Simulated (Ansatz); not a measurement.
Input:

```
AlN
1.0
    3.10732     0.03278     0.02081
   -1.52528     2.57509    -0.02897
    0.03336    -0.03435     4.93913
Al N
2 2
Direct
  0.33059   0.66525   0.99749
  0.66881   0.33692   0.49751
  0.32633   0.65772   0.37728
  0.67427   0.34011   0.87732
```

No spin polarisation.

Calculations: r2SCAN (Ansatz, a first-principles code; PAW; 500 eV plane waves; no spin-orbit coupling). Γ-centred 12×12×7 mesh, Fermi–Dirac width 0.05 eV.

Problem. Predict the valence-band top at Γ, space group and band gap.

Solution. 
- Valence-band top at Γ (three highest levels, from the VBM) = 0.00, -0.10, -0.35 eV
- Space group = P1 (No. 1)
- Band gap = 5.27 eV

The cells carry an imposed strain or load. No phonon test of stability was made. The cell was made from AlN in the wurtzite structure (space group P6_3mc, No. 186) by this change: strain tensor (xx, yy, zz, yz, xz, xy) = (+0.02, −3.68, −0.79, −0.69, +0.67, +1.06) %.
